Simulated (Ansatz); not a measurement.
Element substitutions in hypothetical fluorite CdCl2

Take CdCl2 in the fluorite structure (space group Fm-3m, No. 225; a = 6.4572 Å; a hypothetical phase, not in the database extracts checked) as the base.

Each row replaces one element on all its sites; cell and atoms are relaxed.

The values are results of PBEsol, PAW, 420 eV (Ansatz, an electronic-structure program; no spin-orbit coupling), not measurements.

Problem. Only one of these keeps a band gap. Which?
(A) Cd → Zn
(B) Cd → Cu
(C) Cd → Re

Solution. A, Cd → Zn. Computed: Cd → Cu: zero; Cd → Re: zero; Cd → Zn: 1.05 eV

No phonon test of stability was made. As relaxed here, CuCl2, ReCl2 and ZnCl2 are hypothetical phases, not in the database extracts checked. No Hubbard U is applied and the magnetic state is the run's own (CuCl2 not spin-polarised); small cells can't hold the antiferromagnetic order that many such compounds have, so gaps and moments can be off. The final runs are not spin-polarised. An odd electron count without spin: CuCl2 and ReCl2. ReCl2 has a high density of states at the Fermi level and may be magnetic at this level.
